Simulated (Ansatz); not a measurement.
The starting structures come from a database of crystals and need not be the phases stable at ambient conditions.

By PBEsol, the system below comes out a metal.

Without scattering a metal conducts by its projected Fermi surface.

```
Sb
1.0
    3.08334     0.00000     0.00000
    0.00000     3.08334     0.00000
    0.00000     0.00000     3.17584
Sb
1
Direct
  0.00000   0.00000   0.00000
```

Space group of this cell: P4/mmm. The cell is strained (lengths along the current scaled by 1.03, ions clamped); by PBEsol its mean pressure is -2.8 GPa.

The current flows along the normal of the first two printed cell vectors, the (001) (indices of the unstrained crystal) plane of the conventional cell. No spin-orbit coupling; the value is a mean over 0.1 eV about the Fermi level.

Problem. State the ballistic conductance per area according to PBEsol (Ansatz, a program for electronic structure).

Solution. 0.91 × 10¹⁵ S/m² for both spins.
